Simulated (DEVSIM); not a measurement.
Device: Al/Al2O3/SiO2/p-Si capacitor, at 400 K.

Layer 1 from the left is Al2O3, thickness (nm) 19.0. Layer 2 from the left is SiO2, thickness (nm) 1.50. Layer 3 from the left is Si, thickness (nm) 1800, Na (cm⁻³) 1e17.

Metal gate on the left, work function 4.1 eV. Fixed charge at the semiconductor interface -3.9e11 cm⁻² (in units of +e); no interface traps.

The device is made up for the run: typed textbook-type constants, with dimensions and the other settings drawn at random. Values at 300 K; Nc and Nv go as T^1.5, mobilities as T to minus their exponent, the gap by Varshni's rule with the affinity fixed.

Al2O3: gap (eV) 6.8, affinity (eV) 1.35, permittivity 9. SiO2: gap (eV) 9, affinity (eV) 0.9, permittivity 3.9. Si: gap (eV) 1.124, affinity (eV) 4.05, permittivity 11.7, Nc (cm⁻³) 2.86e19, Nv (cm⁻³) 3.1e19, Varshni α (eV/K) 0.000473, Varshni β (K) 636.

Q: Estimate by hand the flat-band voltage, the threshold voltage, and compare with a numerical solution.

A: 
- Flat-band voltage: C = 0.355 μF/cm², work-function difference -0.834 V; VFB = φms − qNf/C = -0.66 V; numerical -0.66 V.
- Threshold voltage: φF = 0.337 V, depletion charge √(4εqNφF) = 1.50e-7 C/cm²; VT = VFB + 2φF + Qd/C = 0.44 V; numerical 0.44 V.

DEVSIM, 1D Poisson equation in equilibrium, Boltzmann statistics, complete ionisation; no quantum confinement or tunnelling. Metal contacts follow the ideal Schottky-Mott rule: no Fermi-level pinning, no interface dipoles.
